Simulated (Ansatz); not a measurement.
A free linear chain of Al atoms, relaxed period 4.837 Å, atoms relaxed at each strain.

```tsv
strain	energy (meV a period)	axial force (nN)
-0.015	+12.2	-0.55
+0.015	+11.1	+0.48
```

Calculation: PBE (plane waves to 420 eV, PAW; Ansatz, an electronic-structure program). Mesh 1×1×60. No spin polarisation, so a magnetic state wasn't tested. Periodic along z alone, with about 11 Å of vacuum beside it. A hypothetical model. It keeps the symmetry and period of its start, so it need not be a minimum against all distortions. Pairing along the axis, which can open a gap, is among the distortions not tried. Buckling under compression is shut out by symmetry and the short period. Energies are free energies at a Fermi–Dirac width of 0.02 eV, from the unstrained cell.

Work out the axial stiffness dF/dε in two ways.

From the forces: (+0.48 − (-0.55))/0.030 = 34.3 nN. From the energies: (E₊ + E₋)/(ε² c) = 0.0233 eV/(0.015² × 4.837 Å) = 21.41 eV/Å = 34.3 nN. The two agree to within 1 %.
